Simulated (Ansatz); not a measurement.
## A computed series for Hf: response to strain

Start from Hf in the hcp (Mg type) structure (space group P6_3/mmc, No. 194; a = 3.158 Å, c = 5.004 Å; relaxed with 0.1 eV smearing). Axes: x lies along a and z along c of the hexagonal cell.

Strains are applied to the cell and any free atomic positions relax.

Computed with PBEsol in Ansatz (plane waves to 420 eV, PAW, no SOC).

Notes on the quantities. energy relative to the base: free energy F.

| uniaxial strain ε_xx (%) | energy relative to the base (meV/atom) |
|---|---|
| 0 | 0.0 |
| 0.5 | 0.3 |
| 1 | 1.2 |
| 1.5 | 2.7 |
| 2 | ? |
| 2.5 | 7.2 |
| 3 | 10.3 |

### Question
Fit ΔE = Aε² + Bε³ (ε in %) to the rows shown and predict the withheld row.

### Answer
Least squares on the printed values gives A = 1.23 and B = -0.029 meV/atom (largest residual 0.0 meV/atom); this predicts 4.7 meV/atom, and the run gives 4.7 meV/atom, in agreement.

Stability against distortions was not tested. All final runs are without spin polarisation.

Ansatz is a program for electronic structure.
